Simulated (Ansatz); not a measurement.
Base system: CdTe in the zinc blende structure (space group F-43m, No. 216).

Space group F-43m (No. 216); a = b = c = 6.618 Å, α = β = γ = 90.00°

```tsv
atom	site	symmetry	x	y	z
Cd	4a	-43m	0.0000	0.0000	0.0000
Te	4d	-43m	0.7500	0.7500	0.7500
```
(The calculation used a cell of 2 atoms; values per cell refer to that cell.)

The values are results of Ansatz (an electronic-structure program), PBE, PAW, cutoff 420 eV, spin-orbit coupling left out, not measurements.

For the base:

- Hole mass: 0.054, 0.57, 0.57 mₑ (at Γ)
- Valley order: Γ 0.59 eV; L along ⟨111⟩ 1.76 eV
- Shortest interatomic distance: 2.866 Å

Now apply this change: a negative pressure, −1 GPa.

Q: How does this affect the hole mass, valley order and shortest interatomic distance?

A: The hole mass (degenerate bands, along [100]) becomes 0.047, 0.60, 0.60 mₑ (at Γ) (base: 0.054, 0.57, 0.57 mₑ (at Γ)); the valley order (the lowest conduction-band minima on the path, energy above the VBM, named in the base's zone) becomes Γ 0.50 eV; L along ⟨111⟩ 1.73 eV (base: Γ 0.59 eV; L along ⟨111⟩ 1.76 eV); the shortest interatomic distance goes up by 0.030 Å to 2.896 Å.

With Te present, leaving out spin-orbit coupling can change the band edges. The levels and masses belong to the bands next to the band gap. Load acts through the strain it causes; cell and atoms are relaxed under it. Masses are band curvatures over ±0.01 Å⁻¹ around the edge. Stability against distortions was not tested.
